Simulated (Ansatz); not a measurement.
# TiC, response to strain

Take TiC in the rock salt structure (space group Fm-3m, No. 225; a = 4.328 Å; relaxed with 0.1 eV smearing) as the base. Axes: x, y, z lie along the cube axes.

Strains are applied to the cell and any free atomic positions relax; under biaxial strain the out-of-plane vector relaxes too; under stress the whole cell relaxes.

All numbers come from Ansatz (a first-principles code), r2SCAN, PAW, cutoff 500 eV, no spin-orbit coupling.

Notes on the quantities. pressure: mean of the normal stresses, compression positive.

| change | pressure | shortest interatomic distance |
|---|---|---|
| base | 0.0 GPa | 2.164 Å |
| biaxial strain +4.00 %, plane normal [001], relaxed out of plane | -12.7 GPa | 2.126 Å |
| biaxial strain +4.44 %, plane normal [111], relaxed out of plane | -14.5 GPa | 2.212 Å |
| isotropic strain −0.80 % | 6.6 GPa | 2.147 Å |
| uniaxial strain ε_xx = −4.88 % | 15.9 GPa | 2.058 Å |
| uniaxial strain ε_xx = +0.97 % | -2.4 GPa | 2.164 Å |
| uniaxial strain ε_yy = +4.69 % | -10.0 GPa | 2.164 Å |
| uniaxial strain ε_zz = −2.78 % | 8.2 GPa | 2.104 Å |
| uniaxial stress, 8 GPa tension along x | – | 2.156 Å |

Stability under load was not tested beyond the relaxation. The final runs are not spin-polarised.
